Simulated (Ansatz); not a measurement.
Consider GaN in the zinc blende structure (space group F-43m, No. 216).

```
GaN
1.0
    0.00000     2.24896     2.24896
    2.24896     0.00000     2.24896
    2.24896     2.24896     0.00000
N Ga
1 1
Cartesian
  3.37343   3.37343   3.37343
  0.00000   0.00000   0.00000
```

The other end (x = 1) is AlN in the zinc blende structure (space group F-43m, No. 216): 10.43 Å³/atom, gap 3.94 eV; this end may not be an ambient phase.

Computed with Ansatz (an electronic-structure program) r2SCAN, scalar-relativistic without spin-orbit coupling.

Al replaces a fraction x of Ga; each row is one arrangement (x, atoms in the cell, starting space group or random), fully relaxed.

One change was made to it. Results:

```csv
quantity,base,after
deviation of the volume from the linear (Vegard-type) interpolation,–,-0.1 %
"valence-band top at Γ (three highest levels, from the VBM)","0.00, 0.00, 0.00 eV","0.00, -0.04, -0.09 eV"
band gap,2.17 eV,2.96 eV
```

Task: Which change produced these results?
(A) x(Al) = 0.25, 8 atoms, Cm
(B) x(Al) = 0.75, 8 atoms, P-4m2
(C) x(Al) = 0.333, 6 atoms, Imm2

Result: C, x(Al) = 0.333, 6 atoms, Imm2. For comparison, the band gap in the other runs: x(Al) = 0.25, 8 atoms, Cm gives 2.72 eV; x(Al) = 0.75, 8 atoms, P-4m2 gives 3.83 eV.

Each cell is one ordered arrangement of few atoms, which overstates ordering effects compared with a random alloy. No phonon test of stability was made. This is not the structure that GaN has at room temperature and ambient pressure. This is not the structure that AlN has at room temperature and ambient pressure.
